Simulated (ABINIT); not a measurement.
```
NbSi2
1.0
    4.74902     0.00000     0.00000
   -2.37451     4.11277     0.00000
    0.00000     0.00000     6.50798
Nb Si
3 6
Cartesian
 -1.18725   2.05638   1.08467
  2.37451   0.00000   3.25399
  1.18725   2.05638   5.42332
  2.37451   2.81186   3.25399
 -1.24789   3.46231   5.42332
  1.12662   0.65045   1.08467
  0.00000   1.30091   3.25399
  3.62240   0.65045   5.42332
  1.24789   3.46231   1.08467
```

Computed with PBE, PAW (JTH v2.0 PBE PAW) (plane waves; ABINIT).

The set-up and first iterations of an ABINIT log for NbSi2 (P6_222, 9 atoms in the cell):

```
 Symmetries : space group P6_2 2 2 (#180); Bravais hP (primitive hexag.)

 -outvars: echo values of preprocessed input variables --------
            acell      1.0000000000E+00  1.0000000000E+00  1.0000000000E+00 Bohr
             ecut      2.00000000E+01 Hartree
           enunit           2
              ixc     -101130
         kptrlatt        5    0    0      0    5    0      0    0    3
          kptrlen      3.68949108E+01
            natom           9
            nband          41
            ngfft          40      40      50
          ngfftdg          54      54      72
             nkpt          10
            nstep          80
             nsym          12
           ntypat           2
           occopt           6
        pawecutdg      4.00000000E+01 Hartree
         pawxcdev           0
            rprim      8.9743401481E+00 -1.2680000000E-07  0.0000000000E+00
   [... lines left out ...]
                       3.1631000000E-01  1.5815500000E-01  1.6666666667E-01
                       1.5815500000E-01  3.1631000000E-01  5.0000000000E-01
                       8.4184500000E-01  1.5815500000E-01  8.3333333333E-01
                       6.8369000000E-01  8.4184499999E-01  1.6666666667E-01
            znucl       41.00000   14.00000

== DATASET  1 ==================================================================

 Real(R)+Recip(G) space primitive vectors, cartesian coordinates (Bohr,Bohr^-1):
 R(1)=  8.9743401 -0.0000001  0.0000000  G(1)=  0.1114288  0.0643334  0.0000000
 R(2)= -4.4871700  7.7720066  0.0000000  G(2)=  0.0000000  0.1286669  0.0000000
 R(3)=  0.0000000  0.0000000 12.2983036  G(3)=  0.0000000  0.0000000  0.0813120
 Unit cell volume ucvol=  8.5778983E+02 bohr^3
 Angles (23,13,12)=  9.00000000E+01  9.00000000E+01  1.20000000E+02 degrees

 Coarse grid specifications (used for wave-functions):

 getcut: wavevector=  0.0000  0.0000  0.0000  ngfft=  40  40  50
         ecut(hartree)=     20.000   => boxcut(ratio)=   2.01950

 Fine grid specifications (used for densities):

 getcut: wavevector=  0.0000  0.0000  0.0000  ngfft=  54  54  72
         ecut(hartree)=     40.000   => boxcut(ratio)=   2.05633

   4.74846675E+03                                ecore*ucvol(ha*bohr**3)

_setup2: Arith. and geom. avg. npw (full set) are    3665.400    3665.378
--- !BeginCycle
solver: {iscf: 17, nstep: 80, nline: 4, wfoptalg: 10, }
tolerances: {toldfe: 1.00E-09, }
...

     iter   Etot(hartree)      deltaE(h)  residm     nres2
 ETOT  1  -196.26589216780    -1.963E+02 2.971E-01 2.776E+01
 ETOT  2  -196.68678486709    -4.209E-01 3.773E-02 5.270E+00
 ETOT  3  -196.68803648818    -1.252E-03 8.879E-03 8.498E-01
 ETOT  4  -196.68890183676    -8.653E-04 2.139E-03 3.726E-02
 ETOT  5  -196.68941642260    -5.146E-04 1.301E-03 1.073E-02
```

Problem. Will this run converge, and how will it end?

Solution. The run converged in 26 iterations. Convergence of the loop says nothing yet on basis, mesh or lower states. It ends on: free energy E − TS -5352.20 eV; Fermi level (on the code's own zero) 12.53 eV; pressure 8.07 GPa; largest force (vector length) 0.148 eV/Å. The log goes on:

```
   [... 17 lines left out ...]
 ETOT 23  -196.68976503576    -1.808E-09 8.481E-06 9.335E-10
 ETOT 24  -196.68976503677    -1.010E-09 4.869E-06 6.893E-11
 ETOT 25  -196.68976503734    -5.625E-10 5.015E-06 4.588E-10
 ETOT 26  -196.68976503765    -3.150E-10 2.868E-06 9.954E-11
 At SCF step   26, etot is converged :
  for the second time, diff in etot=  3.150E-10 < toldfe=  1.000E-09

 Cartesian components of stress tensor (hartree/bohr^3)
  sigma(1 1)= -2.55268288E-04  sigma(3 2)=  0.00000000E+00
  sigma(2 2)= -2.55268288E-04  sigma(3 1)=  0.00000000E+00
  sigma(3 3)= -3.12534016E-04  sigma(2 1)= -3.02885372E-14

 ----iterations are completed or convergence reached----

 reduced coordinates (array xred) for    9 atoms
      -0.000000000002      0.499999999996      0.166666666667
       0.499999999998     -0.000000000004      0.500000000000
       0.499999999998      0.499999999996      0.833333333333
       0.841844999997      0.683689999994      0.500000000000
       0.158154999999      0.841844999995      0.833333333333
       0.316310000000      0.158154999997      0.166666666667
       0.158154999999      0.316309999998      0.500000000000
       0.841844999997      0.158154999997      0.833333333333
   [... lines left out ...]
 Fermi (or HOMO) energy (hartree) =   0.46039   Average Vxc (hartree)=  -0.44774
 Fermi (or HOMO) energy (eV) =  12.52786   Average Vxc (eV)= -12.18358
   [... lines left out ...]
local_psp           : -1.44397034588332E+02
internal            : -1.96687315890588E+02
'-kT*entropy'       : -2.44438447415601E-03
total_energy        : -1.96689760275062E+02
total_energy_eV     : -5.35220056817608E+03
...

-Cartesian components of stress tensor (GPa)         [Pressure=  8.0719E+00 GPa]
- sigma(1 1)= -7.51025106E+00  sigma(3 2)=  0.00000000E+00
- sigma(2 2)= -7.51025106E+00  sigma(3 1)=  0.00000000E+00
- sigma(3 3)= -9.19506667E+00  sigma(2 1)= -8.91119379E-10

 Calculation completed.
```

For comparison: a first run was changed to give this one (tsmear: 0.00499791 Ha → 0.0183747 Ha), and from it to this one the free energy goes down by 2.9 meV/atom, the pressure stays near 8.07 GPa while the zz stress (positive for compression) goes from 8.41 to 9.20 GPa and the largest force goes from 0.083 to 0.148 eV/Å.

The starting cell comes from a database of computed structures (which also holds hypothetical and non-ambient phases and stackings), without a prior relaxation at this level. Its lattice was rescaled by a random factor within 2.5 % of one. Spin polarisation is off. With a pressure of about 8 GPa the cell is away from its equilibrium volume at this level.

The run was DFT, PBE, plane waves, PAW (JTH v2.0 PBE PAW). Main settings of its input:

```
key                                            value
----------  ----------------------------------------
pseudos     [Nb.GGA_PBE-JTH.xml, Si.GGA_PBE-JTH.xml]
ecut                                           20 Ha
pawecutdg                                      40 Ha
pawxcdev                                           0
occopt                                             6
tsmear                                  0.0183747 Ha
ngkpt                                          5 5 3
nshiftk                                            1
shiftk                                         0 0 0
potentials                          JTH v2.0 PBE PAW
nband                                             41
kptopt                                             1
```
